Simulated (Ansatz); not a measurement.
Consider BeTe in the zinc blende structure (space group F-43m, No. 216).

```cif
data_Be4Te4
_chemical_formula_sum 'Te4 Be4'
_space_group_name_H-M_alt 'F-43m'
_space_group_IT_number 216
_space_group_name_Hall 'F -4 2 3'
_cell_length_a 5.65693
_cell_length_b 5.65693
_cell_length_c 5.65693
_cell_angle_alpha 90.000
_cell_angle_beta 90.000
_cell_angle_gamma 90.000
loop_
_atom_site_label
_atom_site_type_symbol
_atom_site_symmetry_multiplicity
_atom_site_Wyckoff_symbol
_atom_site_fract_x
_atom_site_fract_y
_atom_site_fract_z
_atom_site_occupancy
Te1 Te 4 c 0.25000 0.25000 0.25000 1
Be1 Be 4 a 0.00000 0.00000 0.00000 1
```
(The calculation used a cell of 2 atoms; values per cell refer to that cell.)

Method: r2SCAN, PAW, 500 eV (Ansatz, a first-principles code; spin-orbit coupling left out).

Before the change:

- Hole mass = 0.21, 0.35, 0.35 mₑ (at Γ)
- Electron mass = 2.1 mₑ along k, 0.25 mₑ across (at X)
- Density = 5.01 g/cm³

One thing is altered: cell and atoms relaxed at a pressure of 100 GPa.

Task: What does the calculation give for the hole mass, electron mass and density after the change?

Result: The hole mass (degenerate bands, along [100]) goes from 0.21, 0.35, 0.35 mₑ (at Γ) to 0.13, 0.13, 0.28 mₑ (at Γ); the electron mass changes from 2.1 mₑ along k, 0.25 mₑ across (at X) to 1.0 mₑ along k, 0.19 mₑ across (at X); the density increases by 3.80 g/cm³ to 8.81 g/cm³.

With Te present, leaving out spin-orbit coupling can change the band edges. The levels and masses belong to the bands next to the band gap. Load acts through the strain it causes; cell and atoms are relaxed under it. Masses are band curvatures over ±0.01 Å⁻¹ around the edge. Along k means along the line from Γ to the band edge. Stability against distortions was not tested. No other phases were tried under pressure.
